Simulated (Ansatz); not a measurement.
The starting structures come from a database of crystals and need not be the phases stable at ambient conditions.

 Where the default PAW files enter, the runs use the earlier of Ansatz's two default sets.

Here is the system:

```
CELL_PARAMETERS angstrom
      5.87722     0.00000     0.00000
      0.00000     5.87722     0.00000
      2.93861    -2.93861     4.15583
ATOMIC_POSITIONS crystal
  Ge 0.37500 0.87500 0.25000
  Ge 0.87500 0.37500 0.75000
  Ge 0.37500 0.37500 0.25000
  Ge 0.37500 0.37500 0.75000
  Ge 0.00000 0.00000 0.00000
  Ge 0.75000 0.75000 0.50000
  N  0.61684 0.61684 0.23368
  N  0.13316 0.60052 0.73368
  N  0.14948 0.61684 0.23368
  N  0.13316 0.13316 0.73368
  N  0.61684 0.61684 0.76632
  N  0.60052 0.13316 0.26632
  N  0.61684 0.14948 0.76632
  N  0.13316 0.13316 0.26632
```

Space group of this cell: Fd-3m. The cell is taken as given; by PBEsol its mean pressure is -6.4 GPa.

The current runs along the normal of the first two printed vectors, the (001) plane. All runs by Ansatz (a program for electronic structure), plane waves and PAW, without spin-orbit coupling; the base is PBEsol.

```json
[
 {"run": "base", "mean pressure (GPa)": "-6.4", "gap (eV)": "1.87", "mid-gap κ (1/Å)": "0.165"},
 {"run": "all lengths scaled by 0.98", "mean pressure (GPa)": "8.1", "gap (eV)": "___", "mid-gap κ (1/Å)": "___"},
 {"run": "all lengths scaled by 1.02", "mean pressure (GPa)": "-17.0", "gap (eV)": "1.16", "mid-gap κ (1/Å)": "0.113"},
 {"run": "lda in place of pbesol", "mean pressure (GPa)": "-11.9", "gap (eV)": "___", "mid-gap κ (1/Å)": "___"},
 {"run": "lengths across the current scaled by 0.98, ions clamped", "mean pressure (GPa)": "2.9", "gap (eV)": "2.10", "mid-gap κ (1/Å)": "0.198"},
 {"run": "lengths across the current scaled by 1.02, ions clamped", "mean pressure (GPa)": "-13.8", "gap (eV)": "1.38", "mid-gap κ (1/Å)": "0.134"},
 {"run": "lengths along the current scaled by 0.97, ions clamped", "mean pressure (GPa)": "0.7", "gap (eV)": "2.01", "mid-gap κ (1/Å)": "0.200"},
 {"run": "lengths along the current scaled by 1.03, ions clamped", "mean pressure (GPa)": "-11.9", "gap (eV)": "___", "mid-gap κ (1/Å)": "___"}
]
```

Problem. Fill in the missing entries.

Solution. 
- all lengths scaled by 0.98, gap (eV): 2.24
- all lengths scaled by 0.98, mid-gap κ (1/Å): 0.222
- lda in place of pbesol, gap (eV): 1.89
- lda in place of pbesol, mid-gap κ (1/Å): 0.169
- lengths along the current scaled by 1.03, ions clamped, gap (eV): 1.47
- lengths along the current scaled by 1.03, ions clamped, mid-gap κ (1/Å): 0.133
